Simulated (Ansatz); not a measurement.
Functionals compared on Cl on the 1x1 (0001) surface of hcp Ru, one in a 2x2 cell, started at the site 'bridge Ru-Ru (span 2.7 Å)', in Ansatz (plane waves, PAW). The structure was relaxed with PBE; the other rows are single points on it, each with its references at the same level. Cutoff 420 eV (500 eV for r2SCAN).

Slab: 17 atoms, 6.3 Å thick at the start under the adsorbate (thin: gaps and levels are the slab's own); k 6x6x1, smearing 0.1 eV, dipole-corrected; 8 atoms held, the rest relaxed; held to the start's symmetry, so lower structures may exist; no spin, no spin-orbit, no U, no dispersion correction. At the end it is bonded to 3 Ru. In PBE it is, or lies within 0.03 eV of, the lowest of the starts that converged. These notes are the PBE run's. Adsorption energies are against ½ Cl2(g). A negative adsorption energy means that the adsorbate is more stable on the surface than in its reference.

```csv
functional,adsorption energy (eV),work function of the top face (eV),change of the work function (eV),rough cost of the single point
PBE,-2.32,4.82,-0.18,–
RPBE,-2.06,4.71,-0.12,very roughly 50 core-seconds
r2SCAN,?,?,?,very roughly 80 core-seconds
```

What belongs in the gaps?


- r2SCAN, adsorption energy (eV): -2.66
- r2SCAN, work function of the top face (eV): 4.91
- r2SCAN, change of the work function (eV): -0.09

Ansatz is an electronic-structure program.
